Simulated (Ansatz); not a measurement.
# PbF2 in the anatase structure (space group I4_1/amd, No. 141; a hypothetical phase, not in the database extracts checked)

PbF$_{2}$ is taken in the tetragonal space group I4₁/amd, origin choice 1 (No. 141), the anatase structure, Pearson symbol tI12. Cell: a = b = 4.722 Å, c = 13.053 Å, α = β = γ = 90.00°. Pb on 4b is coordinated by 6 F at 2.467–2.546 Å. F on 8e sees 3 Pb at 2.467–2.546 Å. (Neighbours: up to the widest gap in distance over summed covalent radii, below 1.35, at either atom; cation-cation and far metal-metal contacts left out.)
(The calculation used a cell of 6 atoms; values per cell refer to that cell.)

Level of theory: PBE, PAW, 420 eV (Ansatz, a first-principles code; no SOC). Γ-centred 10×10×10 mesh, Fermi–Dirac width 0.05 eV.

The volume per atom is 24.25 Å³. The density is 5.60 g/cm³, the band gap comes out as 4.09 eV (uncertain: the edges found on the path are not clean extrema) and the total energy is -4508.180 eV/atom (σ→0; compares only within this code and set-up).

With Pb present, leaving out spin-orbit coupling can change the band edges. No phonon test of stability was made.
